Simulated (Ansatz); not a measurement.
Pressure series in CdS

Base system: CdS in the zinc blende structure (space group F-43m, No. 216).

```xyz
2
Lattice="0.0000 2.8783 2.8783 2.8783 0.0000 2.8783 2.8783 2.8783 0.0000" Properties=species:S:1:pos:R:3 pbc="T T T"
Cd     0.0000     0.0000     0.0000
S      1.4392     1.4392     1.4392
```

Cell and atoms are relaxed at each pressure.

Level of theory: LDA, PAW, 420 eV (Ansatz, a first-principles code; no SOC).

Before the change:

| Quantity | Value |
|---|---|
| Band gap | 0.95 eV |

### Question
The aim is a band gap between 1.36 eV and 1.46 eV. Which of these changes reaches it?
A) pressure 9 GPa
B) pressure 15 GPa
C) pressure −1 GPa
D) pressure 30 GPa

### Answer
D, pressure 30 GPa. It gives 1.39 eV; pressure 9 GPa gives 1.15 eV; pressure −1 GPa gives 0.92 eV; pressure 15 GPa gives 1.24 eV. Changes not listed may reach it too

Load acts through the strain it causes; cell and atoms are relaxed under it. No phonon test of stability was made. Tetrahedral semiconductors of this kind turn to denser phases somewhere between about 1 and 50 GPa; those were not computed, so compressed cells here can lie past the real transition.
